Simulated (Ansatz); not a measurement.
The reference is Hf in the hcp (Mg type) structure (space group P6_3/mmc, No. 194; a = 3.158 Å, c = 5.004 Å; relaxed with 0.1 eV smearing). Axes: x lies along a and z along c of the hexagonal cell.

Method: PBEsol, PAW, 420 eV (Ansatz, a quantum-chemistry and plane-wave program; no SOC), earlier PAW set.

Before the change:

| Quantity | Result |
|---|---|
| Pressure | 0.0 GPa |

The change: tensile biaxial strain of 4.07 % in the plane normal to [001], as in epitaxy on a mismatched substrate; the out-of-plane cell vector and the atoms relax.

Task: What does the calculation give for the ratio −ε⊥/ε∥ and pressure after the change?

Result: The ratio −ε⊥/ε∥ is 0.67; the pressure (mean of the normal stresses, compression positive) goes from zero to -5.0 GPa.

No phonon test of stability was made. The final runs are not spin-polarised.
